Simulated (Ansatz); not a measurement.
The parent structure is SiO2 in the rutile structure (space group P4_2/mnm, No. 136; a = 4.1945 Å, c = 2.6785 Å). Axes: x, y, z lie along a, b, c of the conventional cell.

Level of theory: Kohn–Sham DFT with the PBEsol functional, run in Ansatz (a program for electronic structure) with PAW and 420 eV plane waves, no SOC.

The change: the cell is stretched by 3.00 % along z with no lateral relaxation, atoms relaxed at fixed cell.

Question: Predict the stress tensor and what it implies for the stiffness.

Answer: Stress of the strained cell less that of the base (GPa, compression positive):
```
  -5.30    0.00    0.00
   0.00   -5.30    0.00
   0.00    0.00  -19.26
```

Then −Δσ_ii/ε with ε = 0.0300 gives secant stiffness values (nonlinear terms included at this strain): C33 ≈ 642 GPa, C13 ≈ 177 GPa and C23 ≈ 177 GPa.

As a check, the harmonic strain energy −½ V₀ Δσ:ε is 14 meV/atom; the computed energy rise is 15 meV/atom.

Stability against distortions was not tested.
